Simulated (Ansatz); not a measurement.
Structure of amorphous C₅₂W₆ (periodic cell):

```xyz
58
Lattice="8.8067 0.0000 0.0000 0.0000 8.8067 0.0000 0.0000 0.0000 8.8067" Properties=species:S:1:pos:R:3 pbc="T T T"
C      4.2085     6.1080     5.5266
C      5.4530     0.7148     7.6830
C      7.4094     7.5116     3.5337
C      4.0066     3.8032     6.6881
C      5.3178     2.1962     8.1336
C      0.4693     1.4746     2.2560
C      5.2433     3.1314     6.9939
C      6.8084     4.9805     3.5574
C      4.2108     2.2655     0.2929
C      0.6660     5.7555     1.8797
C      3.4143     7.1768     0.3066
C      8.5678     7.3443     4.3857
C      5.4839     6.3018     6.2409
C      3.5907     4.8936     5.8489
C      5.4565     1.4236     2.4009
C      2.8578     3.4267     7.4123
C      0.5200     3.1773     0.0532
C      6.3847     5.2900     5.9373
C      4.2939     1.7798     1.6000
C      1.7443     2.6484     0.5874
C      3.0502     7.6611     7.9483
C      8.0383     1.9940     5.5484
C      6.8965     1.1292     2.2258
C      0.1433     0.3535     3.0108
C      6.5986     5.5617     0.4297
C      1.7676     1.9187     1.8300
C      5.7395     6.6264     0.8888
C      3.0651     1.6461     2.3908
C      1.3928     0.6108     5.0634
C      6.3057     4.3889     4.7823
C      4.0420     6.9529     2.7153
C      5.3703     6.7388     2.2828
C      6.5651     6.4271     3.1498
C      5.0253     0.8574     6.3022
C      0.3779     1.3823     5.4994
C      3.1521     8.0721     6.6819
C      2.1461     5.0157     5.9285
C      3.0398     6.8825     1.6457
C      3.7106     0.4007     5.9968
C      7.9907     1.9622     1.6886
C      2.9458     2.7536     8.6446
C      1.7650     6.3787     1.8844
C      2.8409     0.8617     4.9105
C      4.9698     1.3409     3.7379
C      0.4400     3.9394     7.6157
C      0.1528     6.2332     5.1506
C      1.6895     4.1308     6.9621
C      3.5122     1.2863     3.7167
C      1.5667     6.1094     5.2668
C      8.0150     2.8646     0.5870
C      0.7701     8.3700     4.0595
C      7.5523     0.0474     2.9081
W      6.1231     2.3284     5.1613
W      6.9018     3.9656     8.0066
W      5.2183     7.5246     7.9801
W      2.9681     7.5332     4.5371
W      8.2476     4.3623     5.7522
W      7.8099     4.7031     1.8459
```

These are PBE, scalar-relativistic without spin-orbit coupling (plane waves to 420 eV, PAW; Ansatz, a program for electronic structure) values and carry that method's errors.

A CHGNet melt-quench gave the starting glass, which DFT then relaxed. The hot cell started wider than the set density and was brought back towards it in steps. It is the lowest in DFT energy of 2 quenches. It is a model cell: composition and starting density were chosen by hand, and all elements were melted together. No dispersion term was used. Its density started from a set value of 4.20 and ended at 4.20 g/cm³. The simulated quench (nominally 660 K/ps over its main leg) is rapid and tends to freeze in more defects than a deposited or slowly cooled glass has. Values belong to this one cell and scatter from quench to quench. The volume was held where the preparation left it, at a PBE pressure of -3.1 GPa (tension). Stress components on the final sampling reach 4.6 GPa. On a 2×2×2 Γ-centred mesh force components of up to 0.36 eV/Å stay, since the relaxation ran on one k-point at (1/4, 1/4, 1/4).

Bonds are counted up to C-C 1.72 Å, C-W 2.86 Å, W-W 3.58 Å.

Question: Give the coordination numbers, mean bond lengths and angles.

Answer: 
```json
{
 "Mean coordination of C": "3.37 (3 with 2, 28 with 3, 20 with 4, 1 with 5)",
 "Mean coordination of W": "8.83 (1 with 7, 2 with 8, 1 with 9, 1 with 10, 1 with 11)",
 "Mean C-C bond": "1.437 Å (spread 0.051 Å, 65 counted)",
 "Mean C-W bond": "2.312 Å (spread 0.263 Å, 45 counted)",
 "Mean W-W bond": "2.981 Å (spread 0.259 Å, 4 counted)",
 "Bond angle at C": "mean 112.1°, spread 26.3°",
 "Bond angle at W": "mean 95.1°, spread 36.8°"
}
```
